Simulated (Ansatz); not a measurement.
The parent structure is Hf in the hcp (Mg type) structure (space group P6_3/mmc, No. 194; relaxed with 0.1 eV smearing).

```yaml
crystal:
  lattice:
    - [3.11736, 0.00000, 0.00000]
    - [-1.55868, 2.69972, 0.00000]
    - [0.00000, 0.00000, 4.95007]
  atoms:
    - { symbol: Hf, position: [0.66667, 0.33333, 0.75000] }
    - { symbol: Hf, position: [0.33333, 0.66667, 0.25000] }
```

The values are results of LDA in Ansatz (plane waves to 420 eV, PAW, no SOC), not measurements.

Strains are applied to the cell and any free atomic positions relax.

One change was made to it. Results:

| quantity | base | after |
|---|---|---|
| pressure (mean of the normal stresses, compression positive) | 0.0 GPa | 3.8 GPa |
| energy relative to the base (free energy F) | 0 meV/atom | +7.2 meV/atom |

Problem. Which of these changes matches the shifts?
(A) isotropic strain +1.00 %
(B) isotropic strain −1.50 %
(C) isotropic strain −1.00 %
(D) isotropic strain +1.50 %

Solution. C, isotropic strain −1.00 %. For comparison, the pressure in the other runs: isotropic strain +1.50 % gives -5.0 GPa; isotropic strain +1.00 % gives -3.4 GPa; isotropic strain −1.50 % gives 5.9 GPa.

Stability against distortions was not tested. The final runs are not spin-polarised.

Ansatz is a program for electronic structure.
